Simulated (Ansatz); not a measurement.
CuI (P4/nmm), r2SCAN+D4 with spin-orbit coupling, rigid bands in Ansatz (an electronic-structure program): N_v = 1.35e19 cm⁻³ at 300 K and a hole conductivity mass of 0.572 mₑ along x (a = (4.07, 0.00, 0.00) Å; b = (0.00, 4.07, 0.00) Å; c = (0.00, 0.00, 6.41) Å).

Question: For 1e16 holes per cm³ at 300 K, place the Fermi level, estimate the Seebeck coefficient of a parabolic band with constant τ, and give mobility and conductivity for τ = 50 fs.

Answer: The level lies k_BT ln(N_v/p) = 0.186 eV above the valence-band maximum. S ≈ +(k_B/e)[ln(N_v/p) + 5/2] = 837 μV/K, against 834 μV/K from the full bands (mean over directions). μ = eτ/m = 154 cm²/(V·s) and σ = peμ = 0.246 S/cm. τ is assumed, not computed.

Band transport and this doping are assumed; polarons and phonon drag are left out. Geometry: cell and atoms relaxed with r2SCAN+D4.

Computed structure with no diffraction record at hand here (it may be known, metastable or hypothetical): CuI (P4/nmm).
